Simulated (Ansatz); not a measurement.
# Lattice parameter a of Cr₃RhC (model structure, started from the Mn3GaN type, Pm-3m, No. 221, 5 atoms in the cell) at several levels of theory

No measured value is used here.

```tsv
level (code)	value (Å)
LDA (Ansatz)	3.760
PBE (Ansatz)	3.832
PBEsol (Ansatz)	3.790
```

Spin-polarised start: LDA, PBE, PBEsol. LDA, PBE, PBEsol: the starting moments vanished in the run, and other orders were not tried. Ansatz's density-functional and Hartree–Fock values are scalar-relativistic unless marked +SOC, with PAW data made under PBE.

A model structure was made by putting elements into a prototype or built by hand; it is no filed structure, need not be a known phase, and can be a saddle point held by its symmetry.

Ansatz is a program for electronic structure.
